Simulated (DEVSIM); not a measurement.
**abrupt GaAs p-n junction**

Device: abrupt GaAs p-n junction, at 300 K.

| layer (left to right) | material | thickness (μm) | Nd (cm⁻³) | Na (cm⁻³) | τn (s) | τp (s) |
|---|---|---|---|---|---|---|
| 1 | GaAs | 64.0 | - | 7.7e15 | 3.1e-8 | 3.1e-8 |
| 2 | GaAs | 11.0 | 6e13 | - | 3.1e-8 | 3.1e-8 |

Left contact: ohmic. Right contact: ohmic. Voltage is applied to the left contact. Recombination: SRH at mid-gap. Mobility is μmin + (μ − μmin)/(1 + (N/Nref)^α).

The device is made up for the run: typed textbook-type constants, with dimensions and the other settings drawn at random. Values at 300 K.

```
parameter        GaAs
-------------  ------
gap (eV)        1.424
affinity (eV)    4.07
permittivity     12.9
Nc (cm⁻³)      4.7e17
Nv (cm⁻³)        9e18
μn (cm²/Vs)      8500
μp (cm²/Vs)       400
μn,min            500
μp,min             20
Nref,n           6e16
Nref,p         1.5e17
αn               0.39
αp               0.38
```

Simulated with DEVSIM: 1D drift-diffusion, Boltzmann statistics, complete ionisation; no tunnelling, impact ionisation, image-force lowering or self-heating.

* **Potential step across the device at zero bias**: 1.010 V
* **Largest field in the device at zero bias**: 5600 V/cm
* **Dark forward voltage at 1 A/cm²**: 0.983 V
* **Dark forward voltage at 100 A/cm²**: 1.719 V

Dark reverse current:

```json
[
 {"V (V)": "-0.04", "J (A/cm²)": "-1.4e-10"},
 {"V (V)": "-0.10", "J (A/cm²)": "-2.8e-10"},
 {"V (V)": "-0.20", "J (A/cm²)": "-4.7e-10"},
 {"V (V)": "-0.30", "J (A/cm²)": "-6.4e-10"},
 {"V (V)": "-0.40", "J (A/cm²)": "-8.0e-10"},
 {"V (V)": "-0.60", "J (A/cm²)": "-1.1e-9"},
 {"V (V)": "-0.80", "J (A/cm²)": "-1.4e-9"},
 {"V (V)": "-1.00", "J (A/cm²)": "-1.6e-9"},
 {"V (V)": "-1.30", "J (A/cm²)": "-1.9e-9"},
 {"V (V)": "-1.60", "J (A/cm²)": "-2.3e-9"},
 {"V (V)": "-2.00", "J (A/cm²)": "-2.6e-9"}
]
```

Dark forward current:

(V (V), J (A/cm²)): (0.05, 3.4e-10); (0.20, 9.7e-9); (0.35, 2.1e-7); (0.50, 4.7e-6); (0.60, 4.2e-5); (0.75, 0.0021); (0.90, 0.18); (1.05, 2.8); (1.20, 11); (1.35, 28); (1.45, 43); (1.60, 72); (1.75, 110); (1.90, 150)
